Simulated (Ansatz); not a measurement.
free sheet of monolayer 1T SnSe2: Sn16Se32, 3 atomic planes, area 207 Å², cell height 16.2 Å with vacuum; both faces free, started from the relaxed sheet, in-plane cell fixed at 1.000 times the relaxed lattice. All values below come from PBE, large-core Se (plane waves, PAW; Ansatz, a quantum-chemistry and plane-wave program). Mean temperature 303 K, 12.0 ps sampled after 4.5 ps of Langevin dynamics; k-points: Γ only; no spin polarisation or spin-orbit coupling.

A denser in-plane k-mesh moves the forces of one frame by 0.03 eV/Å rms. Bonds are counted up to Se-Sn 3.31 Å; heights count from the centre of mass.

Question: What happens at the sheet: give the outer plane spacing; normal motion of the outer planes over that of the middle; in-plane diffusion; coordination in the top plane; mean vibrational (phonon) frequency.

Answer: 
| Item | Result |
|---|---|
| outer plane spacing | 1.60 Å against 1.60 Å at the start (+0 %) |
| normal motion of the outer planes over that of the middle | 0.8 |
| in-plane diffusion | none seen within 12.0 ps |
| coordination in the top plane | 3-fold 100 % |
| mean vibrational (phonon) frequency | 3.8 THz |
